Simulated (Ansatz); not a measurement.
Base system: TiN in the rock salt structure (space group Fm-3m, No. 225; a = 4.204 Å). Axes: x, y, z lie along the cube axes.

Method: PBEsol (Ansatz, a quantum-chemistry and plane-wave program), spin-orbit coupling left out.

Before the change:

* **Pressure**: 0.0 GPa
* **Shortest interatomic distance**: 2.102 Å

Modification: uniaxial strain ε_xx = +3.85 %, all other strain components held at zero, atoms relaxed at fixed cell.

Question: Predict the new pressure.

Answer: The pressure (mean of the normal stresses, compression positive) goes from zero to -9.6 GPa.

Question: What does the calculation give for the energy relative to the base after the change?

Answer: The energy increases by 24 meV/atom.

Question: Estimate the effect on the shortest interatomic distance.

Answer: The shortest interatomic distance stays 2.102 Å.

Without a gap, meshes like the base's 19×19×19 leave anisotropic stresses uncertain by several tenths of a GPa, and small strain energies with them. No phonon test of stability was made. The final runs are not spin-polarised. An odd electron count without spin: TiN.
